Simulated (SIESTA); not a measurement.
## SIESTA run on Al2Au (Fm-3m, 3 atoms in the cell): self-consistent single point

Method of the run: GGA PBE, numerical atomic orbitals DZP, PseudoDojo PBE standard norm-conserving potentials (rewritten from UPF to PSML) run with SIESTA.

Input:

```
# files in the folder: Al.psml Au.psml (PseudoDojo PBE standard)
SystemName  Al2Au
SystemLabel siesta

NumberOfAtoms                3
NumberOfSpecies              2
%block ChemicalSpeciesLabel
  1 13 Al
  2 79 Au
%endblock ChemicalSpeciesLabel
LatticeConstant              1.0 Ang
%block LatticeVectors
     0.000000000    3.029656000    3.029656000
     3.029656000    0.000000000    3.029656000
     3.029656000    3.029656000    0.000000000
%endblock LatticeVectors
AtomicCoordinatesFormat      Ang
%block AtomicCoordinatesAndAtomicSpecies
     1.514828000    1.514828000    1.514828000  1
     4.544484000    4.544484000    4.544484000  1
     0.000000000    0.000000000    0.000000000  2
%endblock AtomicCoordinatesAndAtomicSpecies

XC.functional                GGA
XC.authors                   PBE
PAO.BasisSize                DZP
PAO.EnergyShift              0.01 Ry
MeshCutoff                   400 Ry
%block kgrid.MonkhorstPack
    6   0   0  0.0
    0   6   0  0.0
    0   0   6  0.0
%endblock kgrid.MonkhorstPack
OccupationFunction           FD
ElectronicTemperature        100.0 meV

MaxSCFIterations             150
SCF.Mixer.Method             Pulay
SCF.Mixer.Weight             0.25
SCF.Mixer.History            6
SCF.DM.Tolerance             1.0E-05
Diag.ParallelOverK           true
WriteForces                  true
Charge.Mulliken              end
```

Log, with long lists cut:

```
reinit: Reading from file input.fdf

reinit: System Name: Al2Au
reinit: System Label: siesta

coor:   Atomic-coordinates input format  =     Cartesian coordinates
coor:                                          (in Angstroms)

siesta: Atomic coordinates (Bohr) and species
siesta:      2.86261   2.86261   2.86261  1        1
siesta:      8.58783   8.58783   8.58783  1        2
siesta:      0.00000   0.00000   0.00000  2        3

siesta: System type = bulk

initatomlists: Number of atoms, orbitals, and projectors:      3    45    61

siesta: ******************** Simulation parameters ****************************
redata: Spin configuration                          = none
redata: Time-Reversal Symmetry                      = T
redata: Number of Atomic Species                    =        2
redata: Mesh Cutoff                                 =   400.0000 Ry
redata: Net charge of the system                    =     0.0000 |e|
redata: Min. number of SCF Iter                     =        0
redata: Max. number of SCF Iter                     =      150
redata: SCF convergence failure will abort job
redata: SCF mix quantity                            = Hamiltonian
redata: Mix DM or H after convergence               =   F
redata: Recompute H after scf cycle                 =   F
redata: Mix DM in first SCF step                    =   T
redata: No kicks to SCF
redata: DM Mixing Weight for Kicks                  =     0.5000
redata: Require Harris convergence for SCF          =   F
redata: Harris energy tolerance for SCF             =     0.000100 eV
redata: Require DM convergence for SCF              =   T
redata: DM tolerance for SCF                        =     0.000010
redata: Require EDM convergence for SCF             =   F
redata: EDM tolerance for SCF                       =     0.001000 eV
redata: Require H convergence for SCF               =   T
redata: Hamiltonian tolerance for SCF               =     0.001000 eV
   [... lines left out ...]
diag: Parallel distribution                         =     1 x     1
diag: Used triangular part                          = Lower
diag: Absolute tolerance                            =  0.100E-15
diag: Orthogonalization factor                      =  0.100E-05
diag: Memory factor                                 =  1.0000

superc: Internal auxiliary supercell:     7 x     7 x     7  =     343
superc: Number of atoms, orbitals, and projectors:   1029  15435  20923

                        Single-point calculation

superc: Internal auxiliary supercell:     7 x     7 x     7  =     343
superc: Number of atoms, orbitals, and projectors:   1029  15435  20923

outcell: Unit cell vectors (Ang):
        0.000000    3.029656    3.029656
        3.029656    0.000000    3.029656
        3.029656    3.029656    0.000000

outcell: Cell vector modules (Ang)   :    4.284581    4.284581    4.284581
outcell: Cell angles (23,13,12) (deg):     60.0000     60.0000     60.0000
outcell: Cell volume (Ang**3)        :     55.6173
new_DM -- step:     1
Initializing Density Matrix...

Attempting to read DM from file... Failed...
DM filled with atomic data:

InitMesh: MESH = 48 x 48 x 48 = 110592
InitMesh: Mesh cutoff (required, used) =   400.000   520.306 Ry

stepf: Fermi-Dirac step function
        iscf     Eharris(eV)        E_KS(eV)     FreeEng(eV)     dDmax    Ef(eV) dHmax(eV)
   scf:    1    -4055.559562    -4129.780618    -4129.819467  1.457980 -2.176685 33.469019
   scf:    2    -4165.574904    -4158.745916    -4158.775426  0.431028 -3.345684  0.400834
   scf:    3    -4158.768955    -4158.759123    -4158.788599  0.011194 -3.350125  0.143384
   scf:    4    -4158.767206    -4158.764575    -4158.794059  0.025495 -3.384975  0.205230
   scf:    5    -4158.753840    -4158.762173    -4158.791717  0.010028 -3.400882  0.372029
   scf:    6    -4158.766456    -4158.765686    -4158.795193  0.006723 -3.393427  0.024988
   scf:    7    -4158.765707    -4158.765698    -4158.795206  0.000221 -3.393568  0.010892
   scf:    8    -4158.765700    -4158.765700    -4158.795209  0.000213 -3.393904  0.000083
   scf:    9    -4158.765700    -4158.765700    -4158.795209  0.000002 -3.393904  0.000121
SCF Convergence by DM+H criterion
max |DM_out - DM_in|         :     0.0000016053
max |H_out - H_in|      (eV) :     0.0001208625
SCF cycle converged after 9 iterations

Using DM_out to compute the final energy and forces

siesta: E_KS(eV) =            -4158.7657

siesta: E_KS - E_eggbox =     -4158.7657

siesta: Atomic forces (eV/Ang):
     1   -0.000017   -0.000017   -0.000017
     2    0.000017    0.000017    0.000017
     3    0.000000   -0.000000   -0.000000
   Tot   -0.000000   -0.000000   -0.000000
   Max    0.000017
   Res    0.000014    sqrt( Sum f_i^2 / 3N )
   Max    0.000017    constrained

Stress tensor Voigt[x,y,z,yz,xz,xy] (kbar):       -5.18       -5.18       -5.18       -0.02       -0.02       -0.02
(Free)E + p*V (eV/cell)    -4158.6155
Target enthalpy (eV/cell)    -4158.7952

siesta: Program's energy decomposition (eV):
siesta: Ebs     =      -741.372205
siesta: Eions   =      5366.273092
siesta: Ena     =       634.237770
siesta: Ekin    =      1190.850341
siesta: Enl     =        90.016301
siesta: Eso     =         0.000000
siesta: Edftu   =         0.000000
siesta: DEna    =        55.805438
siesta: DUscf   =         2.934225
siesta: DUext   =         0.000000
siesta: Ex      =      -716.829228
siesta: Ec      =       -49.507455
siesta: Exc     =      -766.336683
siesta: Eharris =     -4158.765700
siesta: Etot    =     -4158.765700
siesta: FreeEng =     -4158.795209

siesta: Stress tensor (static) (eV/Ang**3):
siesta:    -0.003231   -0.000010   -0.000010
siesta:    -0.000010   -0.003231   -0.000010
siesta:    -0.000010   -0.000010   -0.003231

siesta: Cell volume =         55.617307 Ang**3

siesta: Pressure (static):
siesta:                Solid            Molecule  Units
siesta:           0.00003519          0.00003518  Ry/Bohr**3
siesta:           0.00323112          0.00323021  eV/Ang**3
siesta:           5.17682134          5.17536337  kBar

mulliken: Atomic and Orbital Populations:

Species: Al
Atom  Qatom  Qorb
               3s      3s      3py     3pz     3px     3py     3pz     3px
               3Pdxy   3Pdyz   3Pdz2   3Pdxz   3Pdx2-y2
   1  3.174   0.553   0.289   0.365   0.365   0.365   0.195   0.195   0.195
              0.126   0.126   0.136   0.126   0.136
   2  3.174   0.553   0.289   0.365   0.365   0.365   0.195   0.195   0.195
              0.126   0.126   0.136   0.126   0.136

Species: Au
Atom  Qatom  Qorb
               5s      6s      6s      5py     5pz     5px     6py     6pz
               6px     5dxy    5dyz    5dz2    5dxz    5dx2-y2 5dxy    5dyz
               5dz2    5dxz    5dx2-y2
   3 18.652   1.923   0.174   0.211   1.988   1.988   1.988   0.431   0.431
              0.431   1.605   1.605   1.719   1.605   1.719   0.179   0.179

              0.150   0.179   0.150

mulliken: Qtot =       25.000

Mulliken Atomic Populations:
Atom #   charge [q] valence [e]  Species
     1    -0.173969    3.173969  Al
     2    -0.173969    3.173969  Al
     3     0.347938   18.652062  Au
 Total    -0.000000
```

The run converged in 9 iterations.

The starting cell comes from a database of computed structures (which also holds hypothetical and non-ambient phases and stackings), without a prior relaxation at this level. Its lattice was rescaled by a random factor within 2.5 % of one. Values carry the incompleteness of an atom-centred basis.

Cost on one core of a shared machine: roughly 70 s.
